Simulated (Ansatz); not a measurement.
Zn6Mo under a change: isotropic strain +0.97 %

Consider Zn₆Mo (space group Fm-3m, No. 225; a = 7.578 Å; a cell from a computed database, its experimental status unchecked).

The change: every lattice vector is stretched by 0.97 %, atoms relaxed at fixed cell.

Computed with Kohn–Sham DFT with the PBEsol functional, run in Ansatz (a quantum-chemistry and plane-wave program) with PAW and 420 eV plane waves, no spin-orbit coupling. Γ-centred 11×11×11 mesh, Fermi–Dirac width 0.05 eV.

```json
[
 {"quantity": "space group", "base": "Fm-3m (No. 225)", "changed": "Fm-3m (No. 225)", "shift": "–"},
 {"quantity": "energy relative to the base (free energy F)", "base": "0 meV/atom", "changed": "+4.4 meV/atom", "shift": "+4.4 meV/atom"},
 {"quantity": "pressure", "base": "0.0 GPa", "changed": "-3.0 GPa", "shift": "-3.0 GPa"},
 {"quantity": "band gap", "base": "zero", "changed": "zero", "shift": "–"}
]
```

Final structure:

```xyz
7
Lattice="0.0000 3.8257 3.8257 3.8257 0.0000 3.8257 3.8257 3.8257 0.0000" Properties=species:S:1:pos:R:3 pbc="T T T"
Zn     1.9128     1.9128     3.8257
Zn     1.9128     1.9128     0.0000
Zn     3.8257     1.9128     1.9128
Zn     0.0000     1.9128     1.9128
Zn     1.9128     3.8257     1.9128
Zn     1.9128     0.0000     1.9128
Mo     0.0000     0.0000     0.0000
```

Whether these cells are dynamically stable was not tested. All final runs are without spin polarisation. Zn6Mo has a high density of states at the Fermi level and may be magnetic at this level.
